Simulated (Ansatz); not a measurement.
Base system: PbS in the zinc blende structure (space group F-43m, No. 216; a = 6.543 Å; a hypothetical phase, not in the database extracts checked). Axes: x, y, z lie along the cube axes.

One thing is altered: tensor shear ε_yz = +0.37 % (engineering shear γ = 0.0074), atoms relaxed at fixed cell.

Levels (all Ansatz, a quantum-chemistry and plane-wave program, PAW): PBEsol (420 eV, spin-orbit coupling left out); PBEsol+SOC (420 eV, with spin-orbit coupling).

The geometry is relaxed with PBEsol.

| Quantity | Value |
|---|---|
| PBEsol smallest direct gap | 1.15 eV |
| PBEsol band gap | 0.63 eV |
| PBEsol electron mass | 1.7 mₑ along k, 0.35 mₑ across (at T) |

With PBEsol+SOC at the same geometry, the smallest direct gap drops by 0.11 eV to 1.04 eV; the band gap falls by 0.08 eV, from 0.63 eV to 0.55 eV; the electron mass changes from 1.7 mₑ along k, 0.35 mₑ across (at T) to 2.1 mₑ along k, 0.38 mₑ across (at T).

Single points use the geometry relaxed with PBEsol. Differences between runs with and without spin-orbit coupling are approximate. Spin-orbit coupling, missing from the scalar runs, can matter with Pb. The cells carry an imposed strain or load. Masses are band curvatures over ±0.01 Å⁻¹ around the edge. Along k means along the line from Γ to the band edge. No phonon test of stability was made.
